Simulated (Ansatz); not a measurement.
Abridged Ansatz (a program for electronic structure) output:

```
Pseudopotential: V, paw, valence charge 13
Pseudopotential: Si, paw, valence charge 4
Crystal: 9 atoms, lattice volume = 114.947 Å³
Basis set: ecut = 420 eV, 2247 PW (Γ), exchange–correlation on 64×64×90 points (8 copies of the dense FFT grid, shifted against one another)
Bands: 41, of which v1, the nominal top of the filled ones, is band 32 counted from 1 (31 counted from 0)
Symmetry: 12 space group operations
k-points: 95 of 1152 (time reversal used)
Functional: x = pbe(κ = 0.804, μ = 0.2195149727645171), c = pbe(β = 0.06672455060314922)
SCF iter   1: F=—  HF=-12556.477734 eV  |F-HF|=—  |Δ(HF+E_count)|=         —  Δρ=7.10e-3  dr2=4.48e-2  ethr=1.77e-3  ⟨swp⟩=6.7  Hψ=16483  notcnv=0  defer=9
SCF iter   2: F=—  HF=-12556.473911 eV  |F-HF|=—  |Δ(HF+E_count)|=   3.82e-3  Δρ=2.95e-3  dr2=5.30e-3  ethr=7.10e-5  ⟨swp⟩=2.1  Hψ=5550  notcnv=0  defer=152
SCF 1 converged in 8 iterations: F = -12556.473888 eV  dr2 = 6.07e-11
SCF converged after 8 iterations
Free energy (F): -12556.473888 eV
Internal energy: -12556.426626 eV  (E = F + TS)
E sigma→0 (E₀):  -12556.450257 eV
Entropy (-TS):   -0.047262 eV (-5.251 meV/atom)
Fermi energy:    14.061540 eV
--- Forces (eV/Å), atoms counted from 1 ---
  atom   1  V      0.00000000    -0.00000000     0.00000000
  atom   2  V      0.00000000     0.00000000    -0.00000000
  atom   3  V      0.00000000     0.00000000     0.00000000
  atom   4  Si    -0.00000000    -0.00017346     0.00000000
  atom   5  Si     0.00015022    -0.00008673     0.00000000
  atom   6  Si     0.00015022     0.00008673     0.00000000
  atom   7  Si     0.00000000     0.00017346     0.00000000
  atom   8  Si    -0.00015022     0.00008673     0.00000000
  atom   9  Si    -0.00015022    -0.00008673     0.00000000
--- Stress (GPa, compression-positive) ---
        0.001510       0.000000       0.000000
        0.000000       0.001510       0.000000
        0.000000       0.000000       0.002093
  P = ⅓ Tr σ = 0.0017 GPa (0.017 kbar)
```

What was computed, and what are the main results?

VSi2, 9 atoms in the cell, with Ansatz, PBE, PAW, cutoff 420 eV, spin-orbit coupling left out. The last SCF converged to F = -12556.473888 eV, or -1395.1638 eV per atom, at a pressure of 0.00 GPa. The total energy compares only with runs of the same code, potentials and settings.

Stability against distortions was not tested. Seeded moments were not kept for the base. All final runs are without spin polarisation. An odd electron count without spin: VSi2. The cell is VSi2 (space group P6_222, No. 180).
